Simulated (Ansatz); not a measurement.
**BAs in the zinc blende structure (space group F-43m, No. 216)**

```
BAs
1.0
    0.00000     2.38393     2.38393
    2.38393     0.00000     2.38393
    2.38393     2.38393     0.00000
As B
1 1
Direct
  0.75000   0.75000   0.75000
  0.00000   0.00000   0.00000
```

Computed with PBEsol (Ansatz, a first-principles code), no spin-orbit coupling. Settings: 12×12×12 k-points, 0.05 eV Fermi–Dirac smearing.

```json
{
 "volume_per_atom": "13.55 Å³",
 "density": "5.25 g/cm³",
 "band_gap": "1.08 eV, indirect, Γ → Γ–X (82 % along)",
 "electron_mass": "1.1 mₑ along k, 0.21 mₑ across",
 "Hole mass (degenerate bands, along [100])": "0.23 mₑ",
 "Lowest conduction-band minima above the VBM": "a point along ⟨100⟩, about 1.1 Å⁻¹ from Γ 1.08 eV",
 "total_energy": "-2482.884 eV/atom (σ→0; compares only within this code and set-up)"
}
```

Effective masses come from finite differences of ±0.01 Å⁻¹. Along k means along the line from Γ to the band edge. Whether these cells are dynamically stable was not tested.
